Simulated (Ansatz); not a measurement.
Si (Fd-3m), HSE06, rigid bands run with Ansatz (a quantum-chemistry and plane-wave program): N_c = 2.85e19 cm⁻³ at 300 K and an electron conductivity mass of 0.274 mₑ.

### Question
For 1e16 electrons per cm³ at 300 K, place the Fermi level, estimate the Seebeck coefficient of a parabolic band with constant τ, and give mobility and conductivity for τ = 10 fs.

### Answer
The level lies k_BT ln(N_c/n) = 0.206 eV below the conduction-band minimum. S ≈ −(k_B/e)[ln(N_c/n) + 5/2] = -901 μV/K, against -896 μV/K from the full bands (mean over directions). μ = eτ/m = 64.2 cm²/(V·s) and σ = neμ = 0.103 S/cm. τ is assumed, not computed.

Band transport and this doping are assumed; polarons and phonon drag are left out. Spin-orbit coupling is left out. Geometry: cell and atoms relaxed with PBEsol.
